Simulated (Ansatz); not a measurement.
The starting structures come from a database of crystals and need not be the phases stable at ambient conditions.

Consider the following.

```yaml
crystal:
  lattice:
    - [6.21904, 0.00806, -0.00995]
    - [-2.03332, 9.56252, 0.01106]
    - [2.03332, -3.78401, 4.67058]
  atoms:
    - { symbol: Zr, position: [0.25000, 0.83401, 0.83401] }
    - { symbol: Zr, position: [0.75000, 0.16599, 0.16599] }
    - { symbol: Cl, position: [0.98175, 0.36489, 0.10903] }
    - { symbol: Cl, position: [0.01825, 0.63511, 0.89097] }
    - { symbol: Cl, position: [0.51825, 0.36489, 0.62076] }
    - { symbol: Cl, position: [0.48175, 0.63511, 0.37924] }
    - { symbol: Cl, position: [0.50413, 0.89210, 0.12086] }
    - { symbol: Cl, position: [0.49587, 0.10790, 0.87914] }
    - { symbol: Cl, position: [0.99587, 0.89210, 0.66334] }
    - { symbol: Cl, position: [0.00413, 0.10790, 0.33666] }
```

Space group of this cell: P2/c. The cell was relaxed by PBE-D3(BJ).

Transport runs along the normal of the first two printed cell vectors.

The gap is the functional's own, uncorrected, and κ follows it; spin-orbit coupling is left out. Mid-gap values are interpolated between the computed energies.

Problem. State the band gap and the smallest decay constant κ at mid-gap according to Ansatz (an electronic-structure program) with r2SCAN.

Solution. Gap 3.99 eV on a 6×6×6 mesh; κ = 0.462 1/Å, at the zone centre.
